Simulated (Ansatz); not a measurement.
Structures of equal composition on the (110) surface of germanium: Sb on one of 2 atoms of the third shell, H on every dangling bond; Sb on one of 2 atoms under the surface, H on every dangling bond. The slabs share one bottom face, and each structure is named by its start. These are constructed structures in small cells; real faces may alloy, dewet or reconstruct in larger ones, and not all known structures of the face are among them. Slabs of about 16 Å with all that they carry, Fermi-Dirac smearing of 0.025 eV. Bottom of the slabs: built like the top, H on every dangling bond, free. Relaxed from the named starts with such symmetry as they have, on meshes of like density; energies extrapolated to zero smearing; no spin-orbit coupling, no U. Spin-polarised runs, if any, are marked in brackets, and their order is one that fits the cell; the others ran without spin. Where a second, spin-polarised start was run, the lower counts.

These are PBE (plane waves to 420 eV, PAW; Ansatz, an electronic-structure program) values and carry that method's errors.

Rank these by energy per 1x1 cell (lowest first), as PBE gives it.

Sb on one of 2 atoms of the third shell, H on every dangling bond (0.000 eV [spin start, no net moment], no gap over 0.04 eV on the mesh), Sb on one of 2 atoms under the surface, H on every dangling bond (0.075 eV [spin start, no net moment], no gap over 0.04 eV on the mesh)
